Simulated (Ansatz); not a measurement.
By PBEsol, the system below comes out a metal.

A figure of merit of an interconnect metal is its ballistic conductance per area.

Input:

```
CELL_PARAMETERS angstrom
      2.78823     0.00000     0.00000
      0.00000     2.78823     0.00000
      1.39411    -1.39411     1.97158
ATOMIC_POSITIONS crystal
  Pt 0.00000 0.00000 0.00000
```

The cell is taken as given; by PBEsol it stands under a pressure of -5.2 GPa.

The current flows along the normal of the first two printed cell vectors, the (001) plane of the conventional cell. No spin-orbit coupling; the value is a mean over 0.1 eV about the Fermi level.

Q: Estimate the ballistic conductance per area that PBEsol in Ansatz (a quantum-chemistry and plane-wave program) returns for this system.

A: 2.1 × 10¹⁵ S/m² for both spins.
